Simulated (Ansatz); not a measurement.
Take SrVO₃ in the cubic perovskite structure (space group Pm-3m, No. 221; a = 3.8407 Å; ferromagnetic) as the base.

The values are results of Ansatz (a quantum-chemistry and plane-wave program), r2SCAN, PAW, cutoff 500 eV, no SOC, not measurements.

One change was made to it. Results:

```
quantity                                base         after
-----------------------------  -------------  ------------
density                           5.47 g/cm³    7.26 g/cm³
magnetic state                 ferromagnetic  non-magnetic
shortest interatomic distance        1.920 Å       1.747 Å
largest site moment                  0.82 μB       0.00 μB
```

### Question
Which change produced these results?
(A) pressure 30 GPa
(B) pressure 100 GPa
(C) pressure −2 GPa

### Answer
B, pressure 100 GPa. For comparison, the density in the other runs: pressure 30 GPa gives 6.20 g/cm³; pressure −2 GPa gives 5.41 g/cm³.

The magnetic state is the one reached from the starting moments; the real material's order can differ, and small cells can't hold many antiferromagnetic ones. Load acts through the strain it causes; cell and atoms are relaxed under it. Stability against distortions was not tested. No other phases were tried under pressure. Starting moments died away, wholly or in part, for pressure 100 GPa and pressure 30 GPa; another magnetic solution may exist. No Hubbard U is applied, and correlation can decide whether such a compound is a metal.
